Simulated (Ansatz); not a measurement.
# Ge (P6₃/mmc, No. 194, 4 atoms in the cell; start mp-1007760; another form than the element's usual one)

Calculation: r²SCAN (Ansatz, a quantum-chemistry and plane-wave program, plane waves, PAW).

Settings: plane-wave cutoff 560 eV, 18×18×8 k mesh (along the axes of the cell as run), Fermi–Dirac smearing 0.05 eV, scalar-relativistic PAW data made under PBE.

Cell (relaxed at this level):

Space group P6₃/mmc (No. 194); a = 3.995 Å, b = 3.995 Å, c = 6.601 Å, α = 90.00°, β = 90.00°, γ = 120.00°

| atom | site | symmetry | x | y | z |
|---|---|---|---|---|---|
| Ge | 4f | 3m. | 0.6667 | 0.3333 | 0.0630 |

- band gap: 0.10 eV (under three smearing widths, so not firm)
- bulk modulus: 71.4 GPa

Note: the relaxation could not lower the start's symmetry, so the cell can be a saddle point above a distorted one; the bulk modulus is −V dP/dV from two relaxed cells at ±2 % in volume.

Spin–orbit coupling is not included; it can close the smallest gap of 0.10 eV.

Computed values are for the static lattice.

It cost very roughly 2.0 core-minutes of CPU time.

A start named mp-… is a Materials Project structure, which need not be a measured phase.
